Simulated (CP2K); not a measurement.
**CP2K run on ZnS (P6_3mc, 8 atoms in the cell): self-consistent single point**

Method of the run: PBE, GPW, DZVP-MOLOPT-SR-GTH basis, GTH-PBE potentials (GTH_POTENTIALS) in CP2K.

Input:

```
&GLOBAL
  PROJECT scf
  RUN_TYPE ENERGY_FORCE
  PRINT_LEVEL LOW
&END GLOBAL
&FORCE_EVAL
  METHOD Quickstep
  STRESS_TENSOR ANALYTICAL
  &DFT
    BASIS_SET_FILE_NAME BASIS_MOLOPT
    POTENTIAL_FILE_NAME GTH_POTENTIALS
    &QS
      METHOD GPW
      EPS_DEFAULT 1E-11
    &END QS
    &MGRID
      CUTOFF 600
      REL_CUTOFF 60
      NGRIDS 5
    &END MGRID
    &SCF
      SCF_GUESS ATOMIC
      EPS_SCF 1E-6
      MAX_SCF 100
      ADDED_MOS 12
      &DIAGONALIZATION
        ALGORITHM STANDARD
      &END DIAGONALIZATION
      &MIXING
        METHOD BROYDEN_MIXING
        ALPHA 0.4
        NBUFFER 10
      &END MIXING
    &END SCF
    &KPOINTS
      SCHEME MONKHORST-PACK 7 7 2
      GAMMA_CENTERED T
    &END KPOINTS
    &XC
      &XC_FUNCTIONAL PBE
      &END XC_FUNCTIONAL
    &END XC
    &PRINT
      &MO
        EIGENVALUES T
        OCCUPATION_NUMBERS T
        NDIGITS 8
        FILENAME mo
        &EACH
          QS_SCF 0
        &END EACH
        ADD_LAST NUMERIC
      &END MO
      &MULLIKEN OFF
      &END MULLIKEN
    &END PRINT
  &END DFT
  &SUBSYS
    &CELL
      ABC 3.80895000 3.80894960 12.45260000
      ALPHA_BETA_GAMMA 90.00000000 90.00000000 120.00000347
      PERIODIC XYZ
    &END CELL
    &COORD
      SCALED
      Zn       0.66666700     0.33333300     0.74993000
      Zn       0.33333300     0.66666700     0.24993000
      Zn       0.00000000     0.00000000     0.50000000
      Zn       0.00000000     0.00000000     0.00000000
      S        0.66666700     0.33333300     0.93773000
      S        0.33333300     0.66666700     0.43773000
      S        0.00000000     0.00000000     0.68734000
      S        0.00000000     0.00000000     0.18734000
    &END COORD
    &KIND Zn
      BASIS_SET DZVP-MOLOPT-SR-GTH
      POTENTIAL GTH-PBE-q12
    &END KIND
    &KIND S
      BASIS_SET DZVP-MOLOPT-SR-GTH
      POTENTIAL GTH-PBE-q6
    &END KIND
  &END SUBSYS
  &PRINT
    &FORCES ON
    &END FORCES
    &STRESS_TENSOR ON
    &END STRESS_TENSOR
  &END PRINT
&END FORCE_EVAL
```

Output, abridged:

```
 GLOBAL| Method name                                                        CP2K
 GLOBAL| Project name                                                        scf
 GLOBAL| Run type                                                   ENERGY_FORCE

 TOTAL NUMBERS AND MAXIMUM NUMBERS

  Total number of            - Atomic kinds:                                   2
                             - Atoms:                                          8
                             - Shell sets:                                     8
                             - Shells:                                        48
                             - Primitive Cartesian functions:                 40
                             - Cartesian basis functions:                    176
                             - Spherical basis functions:                    152

  Maximum angular momentum of- Orbital basis functions:                        3
                             - Local part of the GTH pseudopotential:          0
                             - Non-local part of the GTH pseudopotential:      4

 SCF PARAMETERS         Density guess:                                    ATOMIC
                        max_scf:                                             100
                        max_diis:                                              4
                        eps_scf:                                        1.00E-06
                        eps_diis:                                       1.00E-01
                        eps_eigval:                                     1.00E-05
                        level_shift [a.u.]:                             0.000000
                        added MOs                                        12    0
                        Mixing method:                            BROYDEN_MIXING
                                                charge density mixing in g-space
                        No outer SCF

 Extrapolation method: initial_guess

 Number of electrons:                                                         72
 Number of occupied orbitals:                                                 36
 Number of molecular orbitals:                                                48

 Number of orbital functions:                                                152
 Number of independent orbital functions:                                    152

 SCF WAVEFUNCTION OPTIMIZATION

  Step     Update method      Time    Convergence         Total energy    Change
     1 NoMix/Diag. 0.40E+00      -     1.63285751      -283.5240498498 -2.84E+02
     2 Broy./Diag. 0.40E+00      -     0.09593723      -282.9298616638  5.94E-01
     3 Broy./Diag. 0.40E+00      -     0.02343182      -282.9807445591 -5.09E-02
     4 Broy./Diag. 0.40E+00      -     0.00754816      -283.2107847303 -2.30E-01
     5 Broy./Diag. 0.40E+00      -     0.00362845      -283.2306428823 -1.99E-02
     6 Broy./Diag. 0.40E+00      -     0.00019305      -283.1964603555  3.42E-02
     7 Broy./Diag. 0.40E+00      -     0.00014133      -283.1936113582  2.85E-03
     8 Broy./Diag. 0.40E+00      -     0.00002080      -283.1940340637 -4.23E-04
     9 Broy./Diag. 0.40E+00      -     0.00000469      -283.1942076462 -1.74E-04
    10 Broy./Diag. 0.40E+00      -     0.00000051      -283.1942187678 -1.11E-05

  *** SCF run converged in    10 steps ***

  Electronic density on regular grids:        -71.9999999907        0.0000000093
  Core density on regular grids:               71.9999999993       -0.0000000007
  Total charge density on r-space grids:        0.0000000086
  Total charge density g-space grids:           0.0000000086

  Overlap energy of the core charge distribution:               0.00000000651690
  Self energy of the core charge distribution:               -415.31939091414665
  Core Hamiltonian energy:                                    123.64833093621246
  Hartree energy:                                              53.66942700263197
  Exchange-correlation energy:                                -45.19258579906251

  Total energy:                                              -283.19421876784781

 ENERGY| Total FORCE_EVAL ( QS ) energy [hartree]           -283.194217904346488

 FORCES| Atomic forces [hartree/bohr]
 FORCES|   Atom     x               y               z               |f|
 FORCES|      1 -4.58660208E-07  2.50700984E-07  1.81189623E-04   1.81190377E-04
 FORCES|      2  4.58660140E-07 -2.50803091E-07  1.81189863E-04   1.81190617E-04
 FORCES|      3 -2.45173381E-07  1.26835298E-07  2.39219405E-04   2.39219564E-04
 FORCES|      4  2.45173386E-07 -1.26596551E-07  2.39219572E-04   2.39219731E-04
 FORCES|      5 -2.72838333E-07  1.38303739E-07 -2.96564416E-04   2.96564574E-04
 FORCES|      6  2.72838330E-07 -1.38404595E-07 -2.96564401E-04   2.96564559E-04
 FORCES|      7  2.43071820E-07 -1.26575977E-07 -2.16062500E-04   2.16062674E-04
 FORCES|      8 -2.43071823E-07  1.26540109E-07 -2.16062462E-04   2.16062636E-04
 FORCES| Sum    -6.79693678E-14 -8.44676791E-14 -1.84435318E-04
 FORCES| Total atomic force                                       1.84435318E-04

 STRESS| Analytical stress tensor [bar]
 STRESS|                        x                   y                   z
 STRESS|      x        2.64646199976E+04  -2.58930378423E+00  -5.66231474965E-10
 STRESS|      y       -2.58930378423E+00   2.64617938233E+04   6.65859136758E-05
 STRESS|      z       -5.66231474965E-10   6.65859136758E-05   2.64330914727E+04
 STRESS| 1/3 Trace                                             2.64531684312E+04
```

The run converged in 10 iterations.

The starting cell comes from a database of computed structures (which also holds hypothetical and non-ambient phases and stackings), without a prior relaxation at this level. Values carry the incompleteness of an atom-centred basis.

Cost on one core of a shared machine: roughly 80 s.
